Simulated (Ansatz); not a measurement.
## Quick settings and what they miss: a (001) slab of Mg7Sb (cut from a parent of space group no. 187; 16 atoms in the cell)

Self-consistent single point.

```xyz
16
Lattice="6.2916 0.0000 0.0000 -3.1458 5.4487 0.0000 0.0000 0.0000 17.9798" Properties=species:S:1:pos:R:3 pbc="T T T"
Mg     3.1458     0.0053     5.0000
Mg     1.5775     2.7217     5.0000
Mg     4.7141     2.7217     5.0000
Mg    -1.5663     4.5368     7.6600
Mg     1.5663     4.5368     7.6600
Mg     0.0000     1.8239     7.6600
Mg     3.1458     1.8162     7.6600
Mg     3.1458     0.0053    10.3199
Mg     1.5775     2.7217    10.3199
Mg     4.7141     2.7217    10.3199
Mg    -1.5663     4.5368    12.9798
Mg     1.5663     4.5368    12.9798
Mg     0.0000     1.8239    12.9798
Mg     3.1458     1.8162    12.9798
Sb     0.0000     0.0000     5.0000
Sb     0.0000     0.0000    10.3199
```

Method of the run: LDA (PW92), default PAW files made with PBE (plane waves; Ansatz, a first-principles code).

Base settings: basis.ecutwfc = 420 eV; kpoints.mp_grid.grid = 4 4 1; hamiltonian.xc = lda; hamiltonian.pseudopotentials = {kind: paw} (the program's default PAW files); scf.occupations.method = methfessel_paxton; scf.occupations.width = 0.272 eV; efield.axis = 3; efield.dipole_correction = true.

Tight run (finer mesh or higher cutoff; not a proven limit): basis.ecutwfc: 420 eV → 590 eV; kpoints.mp_grid.grid: 4 4 1 → 6 6 1; scf.convergence.dr2_threshold: default (1e-07 eV) → 1e-09 eV. It gave Fermi level (on the code's own zero) 2.56 eV; largest force (vector length) 0.687 eV/Å.

Quick runs, as changes from the base:
- A: the base itself
- B: basis.ecutwfc: 420 eV → 250 eV; kpoints.mp_grid.grid: 4 4 1 → 1 1 1; scf.occupations.width: 0.272 eV → 0.136 eV
- C: basis.ecutwfc: 420 eV → 295 eV; scf.convergence.dr2_threshold: default (1e-07 eV) → 0.0001 eV
- D: basis.ecutwfc: 420 eV → 250 eV; kpoints.mp_grid.grid: 4 4 1 → 3 3 1; scf.occupations.method: methfessel_paxton → cold; scf.occupations.width: 0.272 eV → 0.2 eV

Energies are extrapolated to zero smearing width, which holds to low order in the width alone.

The count of work is k-points × plane waves × bands × iterations; it is no time. 

The starting cell comes from a database of computed structures (which also holds hypothetical and non-ambient phases and stackings), without a prior relaxation at this level. The slab is cut from that crystal, and its faces are unrelaxed. Its lattice was rescaled in the plane by a random factor within 2.5 % of one.

| run | energy less tight (meV/atom) | largest miss in a force vector (eV/Å) | count of work / tight |
|---|---|---|---|
| A | 11.7 | 0.246 | 0.27 |
| B | 538.7 | 1.209 | 0.055 |
| C | 49.4 | 0.249 | 0.10 |
| D | 310.3 | 0.335 | 0.12 |

Among the runs at the tight run's level, the energy misses run from 11.7 to 538.7 meV/atom.

Left out of this page: 2 runs of the series outside the window shown, repeating another row's setting, or not comparable.

Keys are those of Ansatz 0.2.
